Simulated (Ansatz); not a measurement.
ScF3 (within 0.1 Å of Pm-3m, No. 221, 8 atoms in the cell; start mp-1078300) was calculated with LDA in Ansatz (PAW).

Settings: plane-wave cutoff 500 eV, 8×8×8 k mesh, gaussian smearing 0.02 eV, scalar-relativistic PAW data made under PBE.

Cell (relaxed at this level):

```yaml
crystal:
  lattice:
    - [2.80939, 1.62200, 4.58771]
    - [-2.80939, 1.62200, 4.58771]
    - [0.00000, -3.24400, 4.58771]
  atoms:
    - { symbol: Sc, position: [0.50000, 0.50000, 0.50000] }
    - { symbol: Sc, position: [0.00000, 0.00000, 0.00000] }
    - { symbol: F, position: [0.74966, 0.25000, 0.75034] }
    - { symbol: F, position: [0.25034, 0.75000, 0.24966] }
    - { symbol: F, position: [0.75034, 0.74966, 0.25000] }
    - { symbol: F, position: [0.24966, 0.25034, 0.75000] }
    - { symbol: F, position: [0.25000, 0.75034, 0.74966] }
    - { symbol: F, position: [0.75000, 0.24966, 0.25034] }
```

Task: What does this level give for the band gap?

Result: 
- band gap = 6.36 eV (on the SCF k mesh)

Static lattice: no zero-point or thermal effects.

It cost roughly 50 core-seconds of CPU time.

A start named mp-… is a Materials Project structure, which need not be a measured phase.

Ansatz is a program for electronic structure.
